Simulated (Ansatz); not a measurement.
## W2Si (model structure, started from the Cu2Sb type, P4/nmm, No. 129, 6 atoms in the cell): c axis length by level of theory

No measured value is used here.

```
level (code)         value (Å)
-------------------  ---------
PBE (Ansatz)                 …
PBEsol (Ansatz)          6.711
PBE-D3(BJ) (Ansatz)      6.709
```

Problem. What belongs in the gaps?

Solution. 
- PBE (Ansatz, a first-principles code), value (Å): 6.759

Density-functional levels without +SOC have no spin–orbit coupling. Ansatz's density-functional and Hartree–Fock values are scalar-relativistic unless marked +SOC, with PAW data made under PBE.

A model structure was made by putting elements into a prototype or built by hand; it is no filed structure, need not be a known phase, and can be a saddle point held by its symmetry.
